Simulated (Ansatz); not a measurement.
# A computed series for MoSi2: pressure series

Consider MoSi₂ (space group I4/mmm, No. 139).

```yaml
crystal:
  lattice:
    - [-1.60108, 1.60108, 3.90975]
    - [1.60108, -1.60108, 3.90975]
    - [1.60108, 1.60108, -3.90975]
  atoms:
    - { symbol: Mo, position: [0.00000, 0.00000, 0.00000] }
    - { symbol: Si, position: [0.33530, 0.33530, 0.00000] }
    - { symbol: Si, position: [0.66470, 0.66470, 0.00000] }
```

Cell and atoms are relaxed at each pressure.

The values are results of r2SCAN (Ansatz, a program for electronic structure, PAW, no spin-orbit coupling), earlier PAW set, not measurements.

```json
[
 {"P (GPa)": "-2.00", "V (Å³/atom)": "13.489"},
 {"P (GPa)": "-1.00", "V (Å³/atom)": "13.426"},
 {"P (GPa)": "0.30", "V (Å³/atom)": "13.345"},
 {"P (GPa)": "0.70", "V (Å³/atom)": "13.321"},
 {"P (GPa)": "1.50", "V (Å³/atom)": "13.273"},
 {"P (GPa)": "3.00", "V (Å³/atom)": "13.186"},
 {"P (GPa)": "5.00", "V (Å³/atom)": "13.075"},
 {"P (GPa)": "7.50", "V (Å³/atom)": "12.942"},
 {"P (GPa)": "10.00", "V (Å³/atom)": "12.816"}
]
```

A third-order Birch–Murnaghan fit to these points gives V₀ = 13.36 Å³/atom, B₀ = 218 GPa and B₀′ = 4.3. At pressure 10 GPa the volume is 95.9 % of V₀.

The mesh was chosen for an insulator and is coarse for the gapless case. Load acts through the strain it causes; cell and atoms are relaxed under it. No phonon test of stability was made. Competing high-pressure phases were not computed. The final runs are not spin-polarised.
